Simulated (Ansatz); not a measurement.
**Ir, pressure series**

Start from Ir in the fcc (Cu type) structure (space group Fm-3m, No. 225; a = 3.871 Å).

Cell and atoms are relaxed at each pressure.

Level of theory: PBE (Ansatz, a quantum-chemistry and plane-wave program, PAW, no SOC).

| pressure (GPa) | volume per atom (Å³/atom) |
|---|---|
| -2 | 14.585 |
| -1 | ? |
| 0 | 14.500 |
| 0.9 | 14.463 |
| 2.1 | 14.414 |
| 4.5 | 14.319 |
| 9 | 14.151 |
| 15 | 13.944 |
| 30 | 13.494 |

Question: Fit the third-order Birch–Murnaghan form P(V) = (3B₀/2)[(V₀/V)^(7/3) − (V₀/V)^(5/3)]·[1 + (3/4)(B₀′ − 4)((V₀/V)^(2/3) − 1)] (squares taken in P) to the rows shown and predict the withheld row.

Answer: Least squares on the printed values gives V₀ = 14.500 Å³/atom, B₀ = 347 GPa, B₀′ = 5.1; this predicts 14.542 Å³/atom, and the run gives 14.542 Å³/atom, in agreement.

Measured bulk modulus of Ir: 365 GPa (static lattice; corrected from measurement; as listed in H. Levämäki et al., Physical Review B (2014)); the computed value is 5 % below it.

Load acts through the strain it causes; cell and atoms are relaxed under it. Whether these cells are dynamically stable was not tested. Competing high-pressure phases were not computed. The final runs are not spin-polarised.
